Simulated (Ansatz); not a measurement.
Ag2S under a change: tensor shear ε_xy = +3.71 %

The parent structure is Ag2S (space group Cmcm, No. 63; a = 4.6507 Å, b = 6.9397 Å, c = 7.2146 Å; a cell from a computed database, its experimental status unchecked). Axes: x, y, z lie along a, b, c of the conventional cell.

Now apply this change: a pure shear with ε_xy = ε_yx = 0.0371; the atoms relax in the strained cell.

All numbers come from Ansatz (a first-principles code) PBEsol, spin-orbit coupling left out, earlier PAW set. Γ-centred 7×7×4 mesh, Fermi–Dirac width 0.05 eV.

Volume per atom: 19.38 Å³ (base 19.40 Å³)
Space group: P2_1/m (No. 11) (base Cmcm (No. 63))
Shortest interatomic distance: 4.523 bohr (base 4.521 bohr)
Energy relative to the base (free energy F): +3.0 meV/atom
Pressure (mean of the normal stresses, compression positive): 0.04 GPa (base 0.00 GPa)
Band gap: 0.97 eV (base 0.95 eV)
Gap character: direct at Γ (base direct at Γ)
Electron mass: 0.12 mₑ along x, 1.5 mₑ along y, 0.46 mₑ along z (at Γ) (base 0.11 mₑ along a, 1.2 mₑ along b, 0.44 mₑ along c (at Γ))
Valence-band top at Γ (three highest levels, from the VBM): 0.00, -0.39, -0.90 eV (base 0.00, -0.47, -0.89 eV)
Stress (xx, yy, zz, yz, xz, xy; compression positive): (0.04, -0.01, 0.10, 0.00, 0.00, -0.68) GPa

Final structure:

```yaml
crystal:
  lattice:
    - [2.19661, -3.38356, 0.00000]
    - [2.45407, 3.55610, 0.00000]
    - [0.00000, 0.00000, 7.21459]
  atoms:
    - { symbol: Ag, position: [0.50000, 0.50000, 0.50000] }
    - { symbol: Ag, position: [0.50000, 0.50000, 0.00000] }
    - { symbol: Ag, position: [0.10585, 0.89271, 0.75000] }
    - { symbol: Ag, position: [0.89415, 0.10729, 0.25000] }
    - { symbol: S, position: [0.73936, 0.28524, 0.75000] }
    - { symbol: S, position: [0.26064, 0.71476, 0.25000] }
```

Cost of the whole job for the changed cell (relaxation, final SCF and bands): roughly 3 core-minutes.

Effective masses come from finite differences of ±0.01 Å⁻¹. No phonon test of stability was made. The base started in P2_1/c and relaxed to Cmcm at this level. This is not the structure that Ag2S has at room temperature and ambient pressure. Labels are those of the standard path for the cell's own space group.
